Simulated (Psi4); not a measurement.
Psi4 1.11, WB97X/def2-svp: Cr(O)2(OSiH3)2 ([O]=[Cr](=[O])([O][SiH3])[O][SiH3]), 13 atoms. The geometry is a generated start, not checked to be a minimum at this level.

- task: energy
- method: wb97x
- basis: def2-svp
- memory: 3 GB
- maxiter: 100
- keys of the molecule block: symmetry c1
- scf_type: df (default)
- guess: auto, which took SAD (default)
- scf_initial_accelerator: adiis (default)
- e_convergence: 1e-06 (default)
- d_convergence: 1e-06 (default)
- dft_radial_points: 75 (default)
- dft_spherical_points: 302 (default)
- basis functions: 153
- grid points: 280288

```xyz
13

Cr     0.4348     0.6545     1.0091
O      1.8177     1.3620     1.0138
O     -0.3268     0.8441     2.3480
O      0.6479    -0.9841     0.7069
Si     0.9102    -2.5801     0.5159
H     -0.3338    -3.2355     0.9330
H      2.0655    -2.8894     1.3667
H      1.1682    -2.7216    -0.9251
O     -0.4958     1.2485    -0.2568
Si    -1.3254     1.9601    -1.4644
H     -2.5704     1.1867    -1.5592
H     -0.4806     1.8079    -2.6556
H     -1.5116     3.3468    -1.0323
```

Charge 0 and multiplicity 1 are set for this test and not shown to be the ground state.

One run each on 2 threads. Values of diis_max_vecs tried: 3, 6, 10 (default), 20.

Task: Which value of diis_max_vecs needs the fewest SCF iterations, and what happens away from it?

Result: Fewest SCF iterations, within one of each other: 6 with 11, 10 (default) with 10, 20 with 10. The count rises to 15 at 3. All converge to one solution.

```csv
diis_max_vecs,SCF iterations,end
3,15,same solution
6,11,same solution
10 (default),10,same solution
20,10,same solution
```
